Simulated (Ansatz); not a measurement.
Ni on the 1x1 (101) surface of anatase TiO2 (cut with top plane O), one in a 2x1 cell, started at the site 'hollow O-O-O over O at depth 4.4 Å'

Host crystal: anatase TiO2, with a band gap (PBE, scalar-relativistic without spin-orbit coupling).

Computed with PBE (plane waves to 420 eV, PAW; Ansatz, a quantum-chemistry and plane-wave program).

Slab: 37 atoms, 9.4 Å thick at the start under the adsorbate (thin: gaps and levels are the slab's own); k 3x4x1, smearing 0.01 eV, dipole-corrected; 14 atoms held, the rest relaxed; no symmetry held; spin-polarised, no spin-orbit, no U, no dispersion correction. The starting moment vanished. At the end it is bonded to 2 O + 4 Ti. In PBE it is, or lies within 0.03 eV of, the lowest of the starts that converged.

```yaml
adsorption energy against an atom of fcc Ni, ferromagnetic: 180 kJ/mol
gap_of_the_slab_on_its_k_mesh: 0.43 eV
highest_filled_level_below_the_top_vacuum_level: 4.99 eV
change_of_the_step_from_the_bottom_to_the_top_vacuum_level_against_the_clean_slab: -0.32 eV
energy_released_by_relaxation: 1.18 eV
height of the binding atom over the mean of the host atoms within 0.3 Å of the top one: -0.021 Å
magnetic_moment_of_the_cell: 0.00 μB
nearest_host_atoms_of_the_binding_atom: O at 1.85 Å, O at 1.86 Å, O at 2.42 Å
largest_move_of_a_host_atom: 0.36 Å
cost: about 2.4 core-hours (a rough figure)
```

A negative adsorption energy means that the adsorbate is more stable on the surface than in its reference.
